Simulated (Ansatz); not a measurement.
AlB2-type TiB2 was calculated with r²SCAN+rVV10 in Ansatz (PAW).

Run with plane-wave cutoff 600 eV, 24×24×20 k mesh (along the axes of the cell as run), Fermi–Dirac smearing 0.057 eV (set by the program), no spin polarisation, scalar-relativistic PAW data made under PBE.

Computed at the level's own relaxed cell.

```
TiB2
1.0
    3.02238     0.00000     0.00000
   -1.51119     2.61746     0.00000
    0.00000     0.00000     3.21603
Ti B
1 2
Direct
  0.00000   0.00000   0.00000
  0.66667   0.33333   0.50000
  0.33333   0.66667   0.50000
```

Question: Give the elastic tensor (Voigt notation, GPa, ions relaxed, in the Cartesian axes of the cell as printed).

Answer: 
```
  683.7    66.1   103.9     0.0     0.0     0.0
   66.1   683.7   103.9     0.0     0.0     0.0
  103.9   103.9   472.9     0.0     0.0     0.0
    0.0     0.0     0.0   270.6     0.0     0.0
    0.0     0.0     0.0     0.0   270.6     0.0
    0.0     0.0     0.0     0.0     0.0   308.8
```

Measured, for comparison: elastic constant C11 660 GPa, elastic constant C12 48 GPa, elastic constant C44 260 GPa, elastic constant C33 432 GPa, elastic constant C13 93 GPa (temperature not stated, not corrected to a static lattice; as tabulated in Liu et al. (2023), arXiv:2002.00005). Computed (rounded) less measured: elastic constant C11 +4 %, elastic constant C12 +38 %, elastic constant C44 +4 %, elastic constant C33 +9 %, elastic constant C13 +12 %. A static lattice is as a rule a little smaller and stiffer than an uncorrected measurement, which narrows the difference in the elastic constant C11, elastic constant C44, elastic constant C33 and would widen misses of the other sign.

Static lattice: no zero-point or thermal effects.

Ansatz is a first-principles code.
